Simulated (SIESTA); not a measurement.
Band structure of NaH₂Pd₃ (Cmmm, 6 atoms in the cell).

```yaml
crystal:
  lattice:
    - [2.82657, -4.31030, 0.00000]
    - [2.82657, 4.31030, 0.00000]
    - [0.00000, 0.00000, 2.81356]
  atoms:
    - { symbol: Na, position: [0.50000, 0.50000, 0.00000] }
    - { symbol: H, position: [0.21563, 0.78437, 0.00000] }
    - { symbol: H, position: [0.78437, 0.21563, 0.00000] }
    - { symbol: Pd, position: [0.00000, 0.00000, 0.00000] }
    - { symbol: Pd, position: [0.50000, 0.00000, 0.50000] }
    - { symbol: Pd, position: [0.00000, 0.50000, 0.50000] }
```

Method of the run: GGA PBEsol, numerical atomic orbitals DZP, PseudoDojo PBEsol standard norm-conserving potentials (rewritten from UPF to PSML) in SIESTA.

Settings: XC.functional = GGA; XC.authors = PBEsol; potentials = PseudoDojo PBEsol standard; PAO.BasisSize = DZP; PAO.EnergyShift = 0.01 Ry; MeshCutoff = 350 Ry; kgrid.MonkhorstPack = 5 5 8; OccupationFunction = FD; ElectronicTemperature = 1160.45 K; MaxSCFIterations = 150; SCF.Mixer.Method = Broyden; SCF.Mixer.Weight = 0.1; SCF.Mixer.History = 8; SCF.DM.Tolerance = 1.0E-04.

The starting cell comes from a database of computed structures (which also holds hypothetical and non-ambient phases and stackings), without a prior relaxation at this level. Spin polarisation is off. Values carry the incompleteness of an atom-centred basis.

Levels in eV from the Fermi level, bands 30 to 35:
| point | 30 | 31 | 32 | 33 | 34 | 35 |
|---|---|---|---|---|---|---|
| Γ | -1.08 | -0.41 | -0.37 | -0.34 | 1.42 | 2.04 |
| X | -1.57 | -1.27 | -0.87 | -0.86 | -0.68 | 3.18 |
| S | -1.43 | -1.38 | -1.06 | -0.39 | 0.84 | 2.36 |
| R | -0.37 | -0.37 | 0.06 | 1.63 | 2.09 | 3.51 |
| A | -0.54 | -0.46 | -0.22 | 1.91 | 2.00 | 3.29 |
| Z | -1.31 | -0.10 | 0.35 | 1.81 | 4.42 | 5.16 |
| Y | -1.36 | -1.32 | -1.07 | -1.00 | -0.41 | 1.75 |
| X1 | -1.57 | -1.27 | -0.87 | -0.86 | -0.68 | 3.18 |
| A1 | -0.54 | -0.46 | -0.22 | 1.91 | 2.00 | 3.29 |
| T | -0.38 | -0.28 | -0.10 | 1.32 | 3.17 | 3.34 |

Bands cross the Fermi level along this path, so the cell is metallic at this level.

Higher empty bands are left out: an atom-centred basis made for the valence describes them poorly.
